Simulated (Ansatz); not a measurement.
The starting structures come from a database of crystals and need not be the phases stable at ambient conditions.

By PBEsol, the system below comes out a metal.

A figure of merit of an interconnect metal is its ballistic conductance per area.

Input:

```
CELL_PARAMETERS angstrom
      4.05097     0.00000     0.00000
      0.00000     8.06002     0.00000
      2.02549    -4.03001     4.03001
ATOMIC_POSITIONS crystal
  Sb 0.84874 0.50000 0.30252
  Sb 0.15126 0.50000 0.69748
  Sb 0.34874 0.80252 0.30252
  Sb 0.65126 0.19748 0.69748
```

The cell is taken as given; by PBEsol it stands under a pressure of -0.7 GPa.

The current flows along the normal of the first two printed cell vectors, the (100) plane of the conventional cell. No spin-orbit coupling; the value is a mean over 0.1 eV about the Fermi level.

Q: Compute, with PBEsol in Ansatz (a quantum-chemistry and plane-wave program), the ballistic conductance per area.

A: 0.47 × 10¹⁵ S/m² for both spins.
